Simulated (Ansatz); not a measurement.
Start from CdSe in the zinc blende structure (space group F-43m, No. 216; a = 6.196 Å). Axes: x, y, z lie along the cube axes.

The values are results of PBE, PAW, 420 eV (Ansatz, a quantum-chemistry and plane-wave program; no SOC), not measurements.

It is then changed as follows: every lattice vector is shortened by 3.00 %; the atoms relax in the strained cell.

Q: Predict the stress tensor and what it implies for the stiffness.

A: Stress of the strained cell less that of the base (GPa, compression positive):
```
   5.06    0.00    0.00
   0.00    5.06    0.00
   0.00    0.00    5.06
```

Then B = −ΔP/(ΔV/V₀) with ΔV/V₀ = -0.0873 gives secant stiffness values (nonlinear terms included at this strain): B ≈ 58 GPa.

As a check, the harmonic strain energy −½ V₀ Δσ:ε is 42 meV/atom; the computed energy rise is 37 meV/atom.

Whether these cells are dynamically stable was not tested.
